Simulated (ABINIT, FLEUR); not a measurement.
A FLEUR input for a self-consistent single point of VN (Fm-3m, 2 atoms in the cell) (DFT, PBE, all-electron FLAPW (FLEUR), scalar-relativistic valence):

Input of the input generator:

```
scf VN
&input film=f /
-0.0000000000 3.8334984164 3.8334984164
3.8334984164 -0.0000000000 3.8334984164
3.8334984164 3.8334984164 0.0000000000
1.0
1.0 1.0 1.0

2
23 0.0000000000 0.0000000000 0.0000000000
7 0.5000000000 0.5000000000 0.5000000000

&comp jspins=1 /
&kpt div1=18 div2=18 div3=18 gamma=t /
&end /
```

```xml
<?xml version="1.0" encoding="UTF-8" standalone="no"?>
<fleurInput fleurInputVersion="0.39">
   <comment>
      scf VN                                                                                              
   </comment>
   <calculationSetup>
      <cutoffs Kmax="4.5" Gmax="18.0" GmaxXC="18.0" numbands="0"/>
      <scfLoop itmax="80" minDistance="0.00001" maxIterBroyd="40" imix="Anderson" alpha="0.05" precondParam="0.0" spinf="2.0"/>
      <coreElectrons ctail="T" frcor="F" kcrel="0" coretail_lmax="0"/>
      <xcFunctional name="pbe" relativisticCorrections="F"/>
      <magnetism jspins="1"/>
      <soc l_soc="F" theta="0.0" phi="0.0" spav="F"/>
      <expertModes spex="0" secvar="F"/>
      <geometryOptimization l_f="T" forcealpha="1.0" forcemix="BFGS" epsdisp="0.00001" epsforce="0.00001"/>
      <ldaU l_linMix="F" mixParam="0.05" spinf="1.0"/>
   </calculationSetup>
   <cell>
      <bzIntegration valenceElectrons="18.0" mode="gauss" fermiSmearingEnergy="0.00367493">
         <kPointListSelection listName="default-1"/>
         <!-- k-points included here -->
         <xi:include xmlns:xi="http://www.w3.org/2001/XInclude" href="kpts.xml"> </xi:include>
      </bzIntegration>
      <!-- symmetry operations included here -->
      <xi:include xmlns:xi="http://www.w3.org/2001/XInclude" href="sym.xml"> </xi:include>
      <bulkLattice scale="1.0">
         <bravaisMatrix>
            <row-1>    0.0000000000000000     3.8334984163999999     3.8334984163999999</row-1>
            <row-2>    3.8334984163999999     0.0000000000000000     3.8334984163999999</row-2>
            <row-3>    3.8334984163999999     3.8334984163999999     0.0000000000000000</row-3>
         </bravaisMatrix>
      </bulkLattice>
   </cell>
   <atomSpecies>
      <species name="Vanadium (V)" element="V" atomicNumber="23">
         <mtSphere radius="2.34" gridPoints="807" logIncrement="0.015"/>
         <atomicCutoffs lmax="10" lnonsphr="8"/>
         <electronConfig flipSpins="F">
            <coreConfig>(1s1/2) (2s1/2) (2p1/2) (2p3/2)</coreConfig>
            <valenceConfig>(3s1/2) (3p1/2) (3p3/2) (4s1/2) (3d3/2) (3d5/2)</valenceConfig>
            <stateOccupation state="(3d3/2)" spinUp="0.6" spinDown="0.6"/>
            <stateOccupation state="(3d5/2)" spinUp="0.9" spinDown="0.9"/>
         </electronConfig>
         <energyParameters s="4" p="4" d="3" f="4"/>
         <lo type="SCLO" l="0" n="3" eDeriv="0"/>
         <lo type="SCLO" l="1" n="3" eDeriv="0"/>
      </species>
      <species name="Nitrogen (N)" element="N" atomicNumber="7">
         <mtSphere radius="1.32" gridPoints="457" logIncrement="0.023"/>
         <atomicCutoffs lmax="6" lnonsphr="4"/>
         <electronConfig flipSpins="F">
            <coreConfig>(1s1/2)</coreConfig>
            <valenceConfig>(2s1/2) (2p1/2) (2p3/2)</valenceConfig>
            <stateOccupation state="(2p1/2)" spinUp="0.5" spinDown="0.5"/>
            <stateOccupation state="(2p3/2)" spinUp="1.0" spinDown="1.0"/>
         </electronConfig>
         <energyParameters s="2" p="2" d="3" f="4"/>
      </species>
   </atomSpecies>
   <atomGroups>
      <atomGroup species="Vanadium (V)">
         <relPos label="                   1">.0000000000 .0000000000 .0000000000</relPos>
         <force calculate="T" relaxXYZ="TTT"/>
      </atomGroup>
      <atomGroup species="Nitrogen (N)">
         <relPos label="                   2">1.000/2.000 1.000/2.000 1.000/2.000</relPos>
         <force calculate="T" relaxXYZ="TTT"/>
      </atomGroup>
   </atomGroups>
   <output dos="F" band="F" slice="F">
      <checks vchk="F" cdinf="F"/>
      <bandDOS minEnergy="-.5*Htr" maxEnergy="0.5*Htr" sigma="0.015" storeEVData="T"/>
      <vacuumDOS vacdos="F" integ="F" star="F" nstars="0" locx1="0.0" locy1="0.0" locx2="0.0" locy2="0.0" nstm="0" tworkf="0.0"/>
      <unfoldingBand unfoldBand="F" supercellX="1" supercellY="1" supercellZ="1"/>
      <plotting iplot="0" polar="F">
         <plot TwoD="T" vec1="  1.0  0.0  0.0" vec2="  0.0  1.0  0.0" vec3="  0.0  0.0  1.0" zero="  0.0  0.0  0.0" file="plot"/>
      </plotting>
      <chargeDensitySlicing numkpt="0" minEigenval="0.0" maxEigenval="0.0" nnne="0" pallst="F"/>
      <specialOutput eonly="F"/>
      <magneticCircularDichroism mcd="F" energyLo="-10.0" energyUp="0.0"/>
   </output>
  <!-- We include the file relax.xml here to enable relaxations (see documentation) -->
  <xi:include xmlns:xi="http://www.w3.org/2001/XInclude" href="relax.xml"> <xi:fallback/> </xi:include>
</fleurInput>
```

Problem. Translate this input to ABINIT.

Solution. This is the input that was run; spellings and numerical settings could be chosen otherwise.

```
# VN, PseudoDojo nc-sr-05 PBE standard
pp_dirpath "./"
pseudos "V.upf, N.upf"
acell 2.8688736326 2.8688736326 2.8688736326 Angstrom
rprim
        -0.0000000000    0.7071067812    0.7071067812
         0.7071067812   -0.0000000000    0.7071067812
         0.7071067812    0.7071067812    0.0000000000
natom 2
ntypat 2
znucl 23 7
typat 1 2
xcart
         0.0000000000    0.0000000000    0.0000000000
         3.8334984164    3.8334984164    3.8334984164
ecut 42
occopt 7
tsmear 0.00367493
nband 14
kptopt 1
ngkpt 18 18 18
nshiftk 1
shiftk 0 0 0
nstep 80
tolvrs 1.0e-10
prtwf 0
prtden 0
enunit 1
```

Basis settings and potentials, where a program has them, do not carry over. This input uses DFT, PBE, plane waves, norm-conserving pseudopotentials (PseudoDojo nc-sr-05 PBE standard).

The starting cell has typed, rounded lattice constants, without a prior relaxation at this level. For this run, on top of that: lattice scaled by 0.98.
